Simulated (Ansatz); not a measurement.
## A computed series for IrO2: pressure series

Consider IrO$_{2}$ in the rutile structure (space group P4_2/mnm, No. 136).

```xyz
6
Lattice="4.5293 0.0000 0.0000 0.0000 4.5293 0.0000 0.0000 0.0000 3.1798" Properties=species:S:1:pos:R:3 pbc="T T T"
Ir     0.0000     0.0000     0.0000
Ir     2.2646     2.2646     1.5899
O      1.3970     1.3970     0.0000
O      3.6616     0.8677     1.5899
O      0.8677     3.6616     1.5899
O      3.1323     3.1323     0.0000
```

Cell and atoms are relaxed at each pressure.

Calculations: PBE, PAW, 420 eV (Ansatz, a program for electronic structure; no spin-orbit coupling).

Candidates:
(a) pressure 18 GPa
(b) pressure 45 GPa
(c) pressure −1 GPa

Before the change:

```
Quantity   Result
---------  ------
c/a ratio   0.702
```

Order them by c/a ratio, lowest first.

(c) pressure −1 GPa (0.701), (a) pressure 18 GPa (0.712), (b) pressure 45 GPa (0.725)

Load acts through the strain it causes; cell and atoms are relaxed under it. No phonon test of stability was made. Competing high-pressure phases were not computed. No Hubbard U is applied, and correlation can decide whether such a compound is a metal. The final runs are not spin-polarised.
